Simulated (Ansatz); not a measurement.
Results of HSE06 (Ansatz, an electronic-structure program, plane waves, PAW) for Zn₂SnO₄ (model structure, started from the TiZn2O4 type, P4₁22, No. 91, 28 atoms in the cell).

Run with plane-wave cutoff 460 eV, 4×4×2 k mesh (along the axes of the cell as run), Fermi–Dirac smearing 0.01 eV, scalar-relativistic PAW data made under PBE.

Cell (relaxed with PBEsol):

```cif
data_O16Sn4Zn8
_chemical_formula_sum 'Sn4 Zn8 O16'
_space_group_name_H-M_alt 'P 1'
_space_group_IT_number 1
_cell_length_a 6.13238
_cell_length_b 6.13238
_cell_length_c 8.61968
_cell_angle_alpha 90.000
_cell_angle_beta 90.000
_cell_angle_gamma 90.000
loop_
_space_group_symop_operation_xyz
  'x, y, z'
loop_
_atom_site_label
_atom_site_type_symbol
_atom_site_fract_x
_atom_site_fract_y
_atom_site_fract_z
_atom_site_occupancy
Sn1 Sn 0.50000 0.23319 0.00000 1
Sn2 Sn 0.76681 0.50000 0.25000 1
Sn3 Sn 0.50000 0.76681 0.50000 1
Sn4 Sn 0.23319 0.50000 0.75000 1
Zn1 Zn 0.25424 0.25424 0.37500 1
Zn2 Zn 0.74576 0.25424 0.62500 1
Zn3 Zn 0.74576 0.74576 0.87500 1
Zn4 Zn 0.25424 0.74576 0.12500 1
Zn5 Zn 0.00000 0.22467 0.00000 1
Zn6 Zn 0.77533 0.00000 0.25000 1
Zn7 Zn 0.00000 0.77533 0.50000 1
Zn8 Zn 0.22467 0.00000 0.75000 1
O1 O 0.99112 0.74560 0.25643 1
O2 O 0.25440 0.99112 0.50643 1
O3 O 0.00888 0.25440 0.75643 1
O4 O 0.74560 0.00888 0.00643 1
O5 O 0.99112 0.25440 0.24357 1
O6 O 0.25440 0.00888 0.99357 1
O7 O 0.00888 0.74560 0.74357 1
O8 O 0.74560 0.99112 0.49357 1
O9 O 0.52255 0.25625 0.24085 1
O10 O 0.74375 0.52255 0.49085 1
O11 O 0.47745 0.74375 0.74085 1
O12 O 0.25625 0.47745 0.99085 1
O13 O 0.52255 0.74375 0.25915 1
O14 O 0.74375 0.47745 0.00915 1
O15 O 0.47745 0.25625 0.75915 1
O16 O 0.25625 0.52255 0.50915 1
```

Task: Give the computed band gap.

Result: 
* **band gap**: 3.22 eV (on the SCF k mesh)

Note: the relaxation could raise the start's symmetry but not lower it, so the cell can be a saddle point; cell and atoms aren't relaxed at this level (pressure -0.4 GPa).

Spin–orbit coupling is not included.

A model structure was made by putting elements into a prototype or built by hand; it is no filed structure, need not be a known phase, and can be a saddle point held by its symmetry.
